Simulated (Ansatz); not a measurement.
Effect of biaxial strain −1.76 %, plane normal [001], relaxed out of plane on MgZn2

Take MgZn$_{2}$ (space group P6_3/mmc, No. 194; a = 5.135 Å, c = 8.338 Å) as the base. Axes: x lies along a and z along c of the hexagonal cell.

The change: compressive biaxial strain of 1.76 % in the plane normal to [001], as in epitaxy on a mismatched substrate; the out-of-plane cell vector and the atoms relax.

All numbers come from PBEsol/PAW in Ansatz (an electronic-structure program), scalar-relativistic without spin-orbit coupling. Γ-centred 9×9×5 mesh, Fermi–Dirac width 0.05 eV.

```tsv
quantity	base	changed	shift
volume per atom	15.87 Å³	15.44 Å³	-0.43 Å³
space group	P6_3/mmc (No. 194)	P6_3/mmc (No. 194)	–
shortest interatomic distance	252.2 pm	248.4 pm	-3.8 pm
pressure (mean of the normal stresses, compression positive)	0.0 GPa	2.2 GPa	+2.2 GPa
band gap	zero	zero	–
out-of-plane strain (rough)	–	+0.81 %	–
mean in-plane stress (compression positive) (rough)	–	+3.3 GPa	–
```

Without a gap, meshes like the base's 9×9×5 leave anisotropic stresses uncertain by several tenths of a GPa, and small strain energies with them. Stability against distortions was not tested.
